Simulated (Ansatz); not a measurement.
# Pressure series in SiC

Base system: SiC (space group P6_3mc, No. 186; a = 3.094 Å, c = 10.129 Å).

Cell and atoms are relaxed at each pressure.

Computed with plane-wave PAW DFT at the PBE level (Ansatz, a quantum-chemistry and plane-wave program, 420 eV), no spin-orbit coupling.

```json
[
 {"change": "base", "lattice parameter a": "3.094 Å", "band gap": "2.22 eV", "width of the top valence band": "2.42 eV"},
 {"change": "pressure −2 GPa", "lattice parameter a": "…", "band gap": "2.22 eV", "width of the top valence band": "2.41 eV"},
 {"change": "pressure −1 GPa", "lattice parameter a": "3.099 Å", "band gap": "2.22 eV", "width of the top valence band": "2.42 eV"},
 {"change": "pressure 0.9 GPa", "lattice parameter a": "3.090 Å", "band gap": "2.23 eV", "width of the top valence band": "2.43 eV"},
 {"change": "pressure 2.1 GPa", "lattice parameter a": "…", "band gap": "2.23 eV", "width of the top valence band": "2.44 eV"},
 {"change": "pressure 4.5 GPa", "lattice parameter a": "3.073 Å", "band gap": "2.23 eV", "width of the top valence band": "…"},
 {"change": "pressure 9 GPa", "lattice parameter a": "3.054 Å", "band gap": "2.23 eV", "width of the top valence band": "2.48 eV"},
 {"change": "pressure 15 GPa", "lattice parameter a": "3.031 Å", "band gap": "2.24 eV", "width of the top valence band": "…"},
 {"change": "pressure 22.5 GPa", "lattice parameter a": "3.004 Å", "band gap": "2.24 eV", "width of the top valence band": "2.56 eV"},
 {"change": "pressure 30 GPa", "lattice parameter a": "2.980 Å", "band gap": "2.24 eV", "width of the top valence band": "2.59 eV"}
]
```

Problem. Fill in the withheld entries from the trend.

Solution. 
- pressure −2 GPa, lattice parameter a: 3.104 Å
- pressure 2.1 GPa, lattice parameter a: 3.084 Å
- pressure 4.5 GPa, width of the top valence band: 2.45 eV
- pressure 15 GPa, width of the top valence band: 2.52 eV

Load acts through the strain it causes; cell and atoms are relaxed under it. Stability against distortions was not tested. No other phases were tried under pressure.
